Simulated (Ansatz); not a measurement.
## Computed paths: Cd vacancy in zinc-blende CdTe, charge state -2

Defect: Cd vacancy in zinc-blende CdTe, charge state -2. Calculation: PBE, PAW (plane waves to 420 eV; Ansatz, an electronic-structure program).

64-site cell at the relaxed PBE lattice, one k-point at (0.250, 0.250, 0.250), smearing 0.01 eV, spin-restricted, no finite-size correction. No zero-point or tunnelling terms. Spin-orbit coupling is left out. The charge state is imposed; whether it is stable for some Fermi level was not computed. Forms of the defect that were not tried may lie lower.

Barriers: single points on a 2×2×2 k-point mesh shifted by half a step at the bands' geometries.

| Route | Start site over the lowest site run (eV) | Hop (Å) | Forward barrier (eV) | Backward barrier (eV) | Neighbours at the start | Neighbours at the saddle | Saddle order | Forward, on the band's own sampling (eV) |
|---|---|---|---|---|---|---|---|---|
| one Cd atom jumps into the vacancy from a nearby Cd site | 0.00 | 4.48 | 1.08 | 1.08 | Te at 2.81, 2 Te at 2.90, Te at 2.91 Å | Te at 2.74, Te at 3.11, Te at 3.14, Te at 3.24, Te at 3.28 Å | not checked | 1.08 |

Paths come from climbing-image nudged elastic band runs.
